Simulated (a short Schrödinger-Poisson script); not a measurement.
System: MOS inversion layer, SiO2 on p-type GaAs, at 400 K.

| layer | material | thickness (nm) | Na (cm⁻³) |
|---|---|---|---|
| 1 | SiO2 | 1.8 | - |
| 2 | GaAs | 230 | 4.7e18 |

Constants are typed, rounded textbook-type inputs, not results; the design itself was drawn at random and stands for no fabricated device. SiO2: permittivity 3.9, conduction-band edge (eV) 3.17, gap (eV) 9, electron mass (mₑ) 0.5. GaAs: permittivity 12.9, conduction-band edge (eV) 0, gap (eV) 1.424, Nv at 300 K (cm⁻³) 9e18.

Channel valleys (confinement mass, in-plane density-of-states mass, number): Γ 0.067, 0.067, 1. At the gate the conduction-band edge of layer 1 lies 3.51 eV − eVg above the Fermi level of the channel; the field vanishes at the back. Gaps are held at their typed values at every temperature. Mesh 0.03 nm at interfaces.

Solved with a short Schrödinger-Poisson script written for these runs: 1D Poisson equation in equilibrium, electrons classical, Fermi-Dirac, parabolic valleys, classical holes, full ionisation, no traps, pinning or gate leakage.

The same stack at other levels of the model or other numerical settings:

```
run                                                                  sheet density of all electrons at Vg = 1.8 V (cm⁻²)  capacitance at Vg = 1.8 V (μF/cm²)  centroid of the channel electrons at Vg = 1.8 V (nm)  gate voltage at 1e11 electrons/cm² (V)  rough cost against the base
-------------------------------------------------------------------  ---------------------------------------------------  ----------------------------------  ----------------------------------------------------  --------------------------------------  ---------------------------
base                                                                                                             1.99e12                                1.02                                                  0.79                                    1.26                      about 1
electrons treated as classical, Boltzmann                                                                        4.84e12                                1.74                                                  0.24                                       ?                          0.2
electrons treated as quantum, Hartree                                                                                  ?                               0.758                                                  2.50                                    1.73                            3
electrons treated as quantum, Hartree plus LDA exchange-correlation                                              3.26e11                               0.818                                                  2.49                                    1.72                            3
mesh six times as coarse                                                                                               ?                                1.00                                                  0.85                                    1.27                          0.3
```

What belongs in the gaps?


- mesh six times as coarse, sheet density of all electrons at Vg = 1.8 V (cm⁻²): 1.91e12
- electrons treated as quantum, Hartree, sheet density of all electrons at Vg = 1.8 V (cm⁻²): 2.74e11
- electrons treated as classical, Boltzmann, gate voltage at 1e11 electrons/cm² (V): 1.23

The classical rows ignore confinement, and Boltzmann statistics overrate the density once the band edge passes the Fermi level.
